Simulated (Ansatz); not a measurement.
The starting structures come from a database of crystals and need not be the phases stable at ambient conditions.

Inside the gap of an insulator the Bloch states are evanescent, with a wavenumber k + iκ along the transport direction.

Data:

```
CELL_PARAMETERS angstrom
      7.31748    -0.00859     0.01846
     -2.00221     7.03824     0.01846
      1.25323     1.65744     4.51629
ATOMIC_POSITIONS crystal
  Hg 0.52962 0.75085 0.51769
  Hg 0.47038 0.24915 0.48231
  Hg 0.24915 0.47038 0.98231
  Hg 0.75085 0.52962 0.01769
  W  0.90160 0.09840 0.75000
  W  0.09840 0.90160 0.25000
  O  0.66284 0.05010 0.70407
  O  0.33716 0.94990 0.29593
  O  0.94990 0.33716 0.79593
  O  0.05010 0.66284 0.20407
  O  0.81852 0.91614 0.14896
  O  0.18148 0.08386 0.85104
  O  0.08386 0.18148 0.35104
  O  0.91614 0.81852 0.64896
```

Space group of this cell: C2/c. The cell was relaxed by PBE-D3(BJ); by r2SCAN its mean pressure is -2.4 GPa.

Transport runs along the normal of the first two printed cell vectors.

The gap is the functional's own. No spin-orbit coupling. Mid-gap values are interpolated on the energy grid.

### Question
Predict the band gap and the smallest decay constant κ at mid-gap from r2SCAN run with Ansatz (a quantum-chemistry and plane-wave program).

### Answer
Gap 2.16 eV on a 6×6×8 mesh; κ = 0.206 1/Å, at (0.250, 0.250) of the in-plane reciprocal vectors. At the zone centre, at the nearest computed energy, the slowest state has κ = 0.40 1/Å.
